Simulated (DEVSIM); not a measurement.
Structure: abrupt Si p-n junction, at 300 K.

```
layer (left to right)  material  thickness (μm)  Nd (cm⁻³)  Na (cm⁻³)  τn (s)  τp (s)
---------------------  --------  --------------  ---------  ---------  ------  ------
1                            Si            1.00          -     1.5e18  2.4e-6  2.4e-6
2                            Si             140     1.8e17          -  2.4e-6  2.4e-6
```

Left contact: ohmic. Right contact: ohmic. Voltage is applied to the left contact. Recombination: SRH at mid-gap. Mobility is μmin + (μ − μmin)/(1 + (N/Nref)^α).

The device is made up for the run: typed textbook-type constants, with dimensions and the other settings drawn at random. Values at 300 K.

```csv
parameter,Si
gap (eV),1.124
affinity (eV),4.05
permittivity,11.7
Nc (cm⁻³),2.86e19
Nv (cm⁻³),3.1e19
μn (cm²/Vs),1417
μp (cm²/Vs),470
"μn,min",52
"μp,min",45
"Nref,n",9.7e16
"Nref,p",2.2e17
αn,0.68
αp,0.72
```

DEVSIM, 1D drift-diffusion, Boltzmann statistics, complete ionisation; no tunnelling, impact ionisation, image-force lowering or self-heating.

Problem. Give the dark forward current.

Solution. 
(V (V), J (A/cm²)): (0.05, 3.8e-10); (0.15, 4.1e-9); (0.20, 1.3e-8); (0.30, 1.9e-7); (0.35, 9.4e-7); (0.45, 3.6e-5); (0.50, 0.00024); (0.60, 0.011); (0.65, 0.078); (0.75, 3.4); (0.80, 16); (0.90, 97); (0.95, 160); (1.05, 350); (1.10, 460); (1.20, 760); (1.25, 940); (1.35, 1300); (1.40, 1600); (1.50, 2100)
